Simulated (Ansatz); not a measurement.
MgS: stress against strain

MgS (rock salt, Fm-3m, 16.868 Å³/atom at rest, cube axes along x, y and z) under a strain ε along a cube axis (axis z), the other axes held. LDA in Ansatz, a plane-wave DFT program (PAW, default set), 420 eV, 11×11×11 Γ-centred mesh, Fermi-Dirac smearing 0.05 eV; ions are relaxed within the symmetry of each cell. Stress is positive for a compressed cell.

Here s stands for strain and y for stress zz.

```
strain (%)  stress zz (GPa)
----------  ---------------
-3.00                     ?
-1.50                  2.68
-1.00                  1.73
-0.50                  0.84
0.00                   0.00
0.50                  -0.80
1.00                  -1.55
1.50                  -2.25
```

The 7 complete rows are fitted with a straight line, y against s. Means: s 0, y 0.093. About the means, the sum of products is -11.495 and the sum of squares of s is 7.0000; the slope is their ratio. Least squares gives y = 0.093 - 1.6421·s. Residuals (row less fit): 0.124, -0.005, -0.074, -0.093, -0.072, -0.001, 0.120; standard error 0.099 (degrees of freedom: 5). The slope gives the elastic constant C11 = 164 ± 4 GPa.

Estimate the missing y (s = -3.00); what did the run itself give?

y = 0.093 - 1.6421 × (-3.0) = 5.019 GPa. The calculation gives 5.88 GPa, 0.861 GPa above the prediction (10.6 % of the range of y in the table). The row lies outside the fitted rows, so this is an extrapolation. From the scatter of the fitted rows alone, a prediction at this place has a standard error of 0.154 GPa, so the miss is 5.6 times that.

One order more, fitted to all 13 runs of the series, follows each within 0.03, so the miss is the next term of a smooth law. Rows are the converged runs of the series near zero and its far end; series whose fitted rows scatter by over a few per cent of the range, as at a crossing or softening among them, aren't shown in this form. Most that stay on the fit to the last digits aren't either.
